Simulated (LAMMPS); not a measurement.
LAMMPS 22 Jul 2025, classical MD, SNAP (Si_Zuo_JPCA2020.snapcoeff): Si, 1000 atoms.

| Item | Result |
|---|---|
| task | MD, nve |
| potential | SNAP, Si_Zuo_JPCA2020.snapcoeff Si_Zuo_JPCA2020.snapparam |
| copies of the repeat unit | 5×5×5 |
| shape (slab and sphere leave vacuum in the box) | bulk |
| neighbor skin | 2 Å |
| neigh_modify | every 1 delay 0 check yes |
| newton | on (default) |
| atom_modify sort (bins of 2 Å where set) | 1000 (default) |
| comm_style | brick (default) |
| box | 27.2 × 27.2 × 27.2 Å |
| start | generated diamond lattice, warmed in an untimed run |

All runs start from one configuration, warmed at this fixed volume for 300 steps under a thermostat at 100 K. The run at the shortest step has a mean temperature of 100 K and a mean pressure of 2.3 GPa.

Each run covers about 0.40 ps at constant energy (mean temperature 100 K at the shortest step); σ is the standard deviation over the printed steps. One run each, on a shared machine, so no times are given.

Steps tried: 0.5 fs, 1 fs, 2 fs, 2.5 fs, 4 fs, 5 fs, 8 fs, 10 fs, 16 fs, 20 fs, 32 fs.

### Question
What is the longest step at which the total energy fluctuates by under 5 % of the kinetic energy's fluctuation?

### Answer
5 fs. The run fails or blows up at 20 fs, 32 fs.

```csv
time step,σ(E total)/σ(E kinetic),last minus first total energy (meV/atom),mean temperature (K)
0.5 fs,0.00023,under 0.001,100
1 fs,0.00092,under 0.001,100
2 fs,0.0036,under 0.001,100
2.5 fs,0.0054,under 0.001,100
4 fs,0.013,+0.0024,99.6
5 fs,0.020,+0.0070,99.2
8 fs,0.076,+0.042,97.2
10 fs,0.16,+0.079,95.4
16 fs,0.73,+1.5,87.7
20 fs,stops: Lost atoms,—,—
32 fs,stops: Lost atoms,—,—
```

The bar is a choice.
